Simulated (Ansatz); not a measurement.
We consider CdTe (model structure, P6₂22, No. 180, 6 atoms in the cell), described by r²SCAN (plane waves, PAW; Ansatz, a program for electronic structure).

Settings: plane-wave cutoff 560 eV, 12×12×4 k mesh (along the axes of the cell as run), Fermi–Dirac smearing 0.01 eV, scalar-relativistic PAW data made under PBE.

Cell (relaxed with PBEsol):

```
CELL_PARAMETERS angstrom
      4.52258     0.00000     0.00000
     -2.26129     3.91667     0.00000
      0.00000     0.00000    10.26527
ATOMIC_POSITIONS crystal
  Cd 0.50003 0.00000 0.66667
  Cd 0.00000 0.50003 0.33333
  Cd 0.49997 0.49997 0.00000
  Te 0.50002 0.00000 0.16667
  Te 0.00000 0.50002 0.83333
  Te 0.49998 0.49998 0.50000
```

**Question.** Estimate the band gap and smallest direct gap on the k points sampled that the calculation returns.

**Answer.** 
- band gap = 0.72 eV
- smallest direct gap on the k points sampled = 0.79 eV

Note: the relaxation could raise the start's symmetry but not lower it, so the cell can be a saddle point; cell and atoms aren't relaxed at this level (pressure 1.9 GPa).

Spin–orbit coupling is not included; with these elements it can move the gap by several tenths of an eV or more.

A model structure was made by putting elements into a prototype or built by hand; it is no filed structure, need not be a known phase, and can be a saddle point held by its symmetry.
